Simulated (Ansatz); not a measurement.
Terminations of the (111)B surface of zinc-blende ZnSe (Se plane on top), measured from the surface '2x2 with 2 H on 4 top atoms'. Atoms come from or go to: F: ½ F2(g), H: ½ H2(g), I: ½ I2(g), In: tetragonal indium, Mg: hcp Mg, N: ½ N2(g), O: ½ O2(g), S: ⅛ S8(g), Si: silicon, Zn: hcp Zn. ΔE is the energy of forming the row's surface from that one (negative: more stable at these reservoirs); the vacuum level's shift is aligned on the shared bottom. No zero-point or thermal terms. These are constructed structures in small cells; real faces may alloy, dewet or reconstruct in larger ones, and not all known structures of the face are among them. Slabs of about 14 Å with all that they carry, Fermi-Dirac smearing of 0.025 eV. Bottom of the slabs: H caps. Relaxed from the named starts with such symmetry as they have, on meshes of like density; energies extrapolated to zero smearing; no spin-orbit coupling, no U. Spin-polarised runs, if any, are marked in brackets, and their order is one that fits the cell; the others ran without spin. A dash marks a value that is undefined for that row (no clear gap, or no work function of a gapped slab) or was not read reliably on its mesh.

Calculation: PBE (plane waves to 420 eV, PAW; Ansatz, a program for electronic structure).

```tsv
surface	atoms added per 1x1	ΔE per 1x1 (eV)	slab gap (eV)	shift of the vacuum level (eV)	work function (eV)
2x2 Si adatom at T4	-0.5 H, +0.25 Si	0.25	1.55	0.31	–
2x2 with 2 F on 4 top atoms	+0.5 F, -0.5 H	-0.69	…	1.55	–
I on every top atom (4 I–I bonds formed; 2 I–Se bonds broke; like top atoms buckled by 2.6 Å)	-0.5 H, +1 I	0.20	–	1.11	–
SH on every top atom (like top atoms buckled by 0.5 Å)	+0.5 H, +1 S	0.64	–	1.34	5.46
2x2 Mg adatom at T4	-0.5 H, +0.25 Mg	…	1.30	-0.95	–
2x2 Zn adatom at T1	-0.5 H, +0.25 Zn	0.47	–	-0.26	–
2x2 with 2 OH on 4 top atoms	+0.5 O	-0.60	1.54	0.44	–
NH2 on every top atom (like top atoms buckled by 0.7 Å)	+1.5 H, +1 N	0.78	–	0.13	4.18
2x2 In adatom at H3 [spin, 1.0 μB a cell]	-0.5 H, +0.25 In	0.07	–	-0.20	–
2x2 In adatom at T4 [spin, 1.0 μB a cell]	-0.5 H, +0.25 In	0.07	–	-0.15	–
```

Question: Complete the blanks.

Answer: 
- 2x2 with 2 F on 4 top atoms, slab gap (eV): 1.39
- 2x2 Mg adatom at T4, ΔE per 1x1 (eV): -0.19
